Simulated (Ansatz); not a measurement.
Given:

```xyz
2
Lattice="0.0000 2.8167 2.8167 2.8167 0.0000 2.8167 2.8167 2.8167 0.0000" Properties=species:S:1:pos:R:3 pbc="T T T"
Zn     0.0000     0.0000     0.0000
Se     4.2251     4.2251     4.2251
```

The numbers are results of HSE06 with spin-orbit coupling, rigid bands (plane waves, PAW; Ansatz, a first-principles code), not measurements. Cell: cell and atoms relaxed with PBEsol.

What conductivity effective mass do dilute electrons have at 300 K?

0.142 mₑ.

What conductivity effective mass do dilute holes have at 300 K?

0.64 mₑ.

And the band gap?

2.35 eV at this level.

Rigid bands, one relaxation time for all states, no polarons. Geometry: cell and atoms relaxed with PBEsol.
